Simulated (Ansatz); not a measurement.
The starting structures come from a database of crystals and need not be the phases stable at ambient conditions.

 Where the default PAW files enter, the runs use the earlier of Ansatz's two default sets.

Inside the gap of an insulator the Bloch states are evanescent, with a wavenumber k + iκ along the transport direction.

```xyz
10
Lattice="5.2849 0.0000 0.0000 2.6424 4.5768 0.0000 2.6424 1.5256 4.8460" Properties=species:S:1:pos:R:3 pbc="T T T"
Li     5.2849     3.0512     0.4195
Li     5.2849     3.0512     4.4264
Nb     7.9273     4.5768     2.0992
Nb     2.6424     1.5256     2.7467
O      7.2351     3.1213     3.5492
O      3.3346     2.9811     1.2967
O      4.3704     1.3272     3.5492
O      6.1993     4.7752     1.2967
O      4.2490     4.7052     3.5492
O      6.3207     1.3972     1.2967
```

Space group of this cell: R-3. The cell is taken as given; by PBEsol its mean pressure is -9.5 GPa.

Transport runs along the normal of the first two printed cell vectors, the (001) plane of the conventional cell.

No gap correction and no spin-orbit coupling; mid-gap values are interpolated between computed energies.

Q: Give the band gap and the smallest decay constant κ at mid-gap that PBEsol (Ansatz, a quantum-chemistry and plane-wave program) yields.

A: Gap 3.79 eV on a 8×8×8 mesh; κ = 0.466 1/Å, at the zone centre.
